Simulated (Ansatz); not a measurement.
Results of PBEsol (PAW; Ansatz, an electronic-structure program) for LaMgNO (model structure, started from the LaZnOP type, P4/nmm, No. 129, 8 atoms in the cell).

Numerical settings: plane-wave cutoff 520 eV, 8×8×4 k mesh (along the axes of the cell as run), Fermi–Dirac smearing 0.01 eV, scalar-relativistic PAW data made under PBE.

Cell (relaxed at this level):

LaMgNO is taken in the tetragonal space group P4/nmm, origin choice 1 (No. 129), Pearson symbol tP8. Conventional cell: a = b = 3.8535 Å, c = 8.1015 Å, α = β = γ = 90.00°. La on 2c has 4 O at 2.318 Å and 4 N at 3.278 Å and 1 N at 3.702 Å. Mg on 2b is coordinated by 4 N at 2.144 Å. N on 2c has 4 Mg at 2.144 Å and 4 La at 3.278 Å and 1 La at 3.702 Å. O on 2a has 4 La at 2.318 Å (tetrahedral). (Neighbours: up to the widest gap in distance over summed covalent radii, below 1.35, at either atom; cation-cation and far metal-metal contacts left out.)

Problem. Give the computed band gap and smallest direct gap on the k points sampled.

Solution. 
- band gap = 2.49 eV
- smallest direct gap on the k points sampled = 2.58 eV

Note: the relaxation could raise the start's symmetry but not lower it, so the cell can be a saddle point.

Spin–orbit coupling is not included.

Static lattice: no zero-point or thermal effects.

A model structure was made by putting elements into a prototype or built by hand; it is no filed structure, need not be a known phase, and can be a saddle point held by its symmetry.
